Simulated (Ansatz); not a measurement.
Band structure of ZrSnO3 (Pm-3m, 5 atoms in the cell).

```xyz
5
Lattice="3.9323 0.0000 0.0000 0.0000 3.9323 0.0000 0.0000 0.0000 3.9323" Properties=species:S:1:pos:R:3 pbc="T T T"
Sn     0.0000     0.0000     0.0000
Zr     1.9662     1.9662     1.9662
O      0.0000     1.9662     1.9662
O      1.9662     1.9662     0.0000
O      1.9662     0.0000     1.9662
```

Computed with PBEsol, default PAW files made with PBE (plane waves; Ansatz, a quantum-chemistry and plane-wave program).

Settings: kpoints.mp_grid.grid = 4 4 4; kpoints.mp_grid.shift = 0.5 0.5 0.5; hamiltonian.xc = pbesol; hamiltonian.pseudopotentials = {kind: paw} (the program's default PAW files); scf.occupations.method = methfessel_paxton; scf.occupations.width = 0.272 eV; kpoints.band_path.npoints = 6.

The starting cell was generated: these elements placed on a structure prototype, without a prior relaxation; it need not be a known phase or ordering of this composition. Its lattice was rescaled by a random factor within 2.5 % of one.

**Question.** Predict the gap along the standard path and the places of the band edges.

**Answer.** The gap along the path is 1.56 eV, direct at X to within 0.01 eV.

Levels in eV from the top of the valence band on the path, bands 19 to 26:
```tsv
point	19	20	21	22	23	24	25	26
Γ	-2.30	-1.02	-1.02	-1.02	3.08	3.08	3.08	6.15
X	-2.73	-1.08	-1.08	0.00	1.56	3.20	4.65	4.65
M	-3.66	-1.39	-1.23	-1.04	3.43	3.95	3.95	6.00
R	-4.50	-1.05	-1.05	-1.05	5.28	5.28	5.28	7.73
```

Keys are those of Ansatz 0.2.
